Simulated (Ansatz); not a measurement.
System: LaAs (Fm-3m, No. 225, 2 atoms in the cell; start COD 1527913). Method: r²SCAN (plane waves, PAW; Ansatz, a program for electronic structure).

Numerical settings: plane-wave cutoff 560 eV, 16×16×16 k mesh, Fermi–Dirac smearing 0.05 eV, scalar-relativistic PAW data made under PBE.

Cell (measured lattice):

```yaml
crystal:
  lattice:
    - [0.00000, 3.07550, 3.07550]
    - [3.07550, 0.00000, 3.07550]
    - [3.07550, 3.07550, 0.00000]
  atoms:
    - { symbol: As, position: [0.00000, 0.00000, 0.00000] }
    - { symbol: La, position: [0.50000, 0.50000, 0.50000] }
```

Give the computed band gap, smallest direct gap on the k points sampled and direct gap at Γ.


- band gap: 0.02 eV (under three smearing widths, so not firm)
- smallest direct gap on the k points sampled: 0.34 eV
- direct gap at Γ: 1.85 eV

Note: cell and atoms aren't relaxed at this level (pressure 1.7 GPa).

Spin–orbit coupling is not included; it can close the smallest gap of 0.02 eV.

It cost roughly 30 core-seconds of CPU time.
